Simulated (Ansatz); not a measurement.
The reference is MgB₂ (space group P6/mmm, No. 191; a = 3.0640 Å, c = 3.4977 Å; relaxed with 0.1 eV smearing). Axes: x lies along a and z along c of the hexagonal cell.

Method: plane-wave PAW DFT at the PBEsol level (Ansatz, a program for electronic structure, 420 eV), no spin-orbit coupling.

For the base:

| Property | Result |
|---|---|
| Shortest interatomic distance | 1.769 Å |

Now apply this change: the cell is compressed by 2.50 % along z with no lateral relaxation; the atoms relax in the strained cell.

Task: What happens to the energy relative to the base and shortest interatomic distance?

Result: The energy increases by 5.0 meV/atom; the shortest interatomic distance is still 1.769 Å.

Whether these cells are dynamically stable was not tested. All final runs are without spin polarisation.
